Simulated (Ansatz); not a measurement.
The reference is CdTe in the zinc blende structure (space group F-43m, No. 216; a = 6.4086 Å). Axes: x, y, z lie along the cube axes.

Computed with DFT with LDA, PAW potentials and a 420 eV plane-wave cutoff in Ansatz (a first-principles code), spin-orbit coupling left out.

Before the change:

| Property | Result |
|---|---|
| Valley order | Γ 0.61 eV; L along ⟨111⟩ 1.68 eV |

One thing is altered: tensor shear ε_xy = +1.43 % (engineering shear γ = 0.0286), atoms relaxed at fixed cell.

**Question.** How does this affect the valley order?

**Answer.** The valley order (the lowest conduction-band minima on the path, energy above the VBM, named in the base's zone) changes from Γ 0.61 eV; L along ⟨111⟩ 1.68 eV to Γ 0.53 eV; L along [1-1-1] 1.50 eV; L along [111] 1.70 eV.

**Question.** How does this affect the energy relative to the base?

**Answer.** The energy grows by 1.8 meV/atom.

Spin-orbit coupling, missing from the scalar runs, can matter with Te. The levels and masses belong to the bands next to the band gap. The cells carry an imposed strain or load. Stability against distortions was not tested.
